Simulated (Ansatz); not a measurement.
**Au on the Ge site (Au_Ge) (germanium host)**

Level of theory: PBE, PAW (plane waves to 420 eV; Ansatz, a program for electronic structure). Set-up: 64-site cell; 2×2×2 shifted k-points; start: the Ge site; no spin–orbit coupling; the functional closes the host's gap; not converged in cell size.

Neighbours after relaxation, in Å: of the Au atom: Ge 2.48, Ge 2.49, Ge 2.49, Ge 2.51.

Formation energies E_f are those of the neutral cell. Chemical conditions: host crystal and elements as references (Δμ(Ge) = 0.00 eV, Δμ(Au) = 0.00 eV; Au taken from its element, since no compound that bounds it was computed at this level; only phases computed here count, gases as isolated molecules at 0 K). Reference phases: Au: fcc Au, Ge: germanium.

| charge | moment (μB) | point group | largest move off a lattice site (Å) | E_f, host crystal and elements as references (eV) |
|---|---|---|---|---|
| 0 | 1.0 | near C3v | 0.03 | 0.77 |

Point groups are those of the whole cell at tolerances of 0.03 and 0.1 Å ("near" where only the looser one holds); none is given for unsettled states.

All states together cost very roughly 2.1 core-hours.
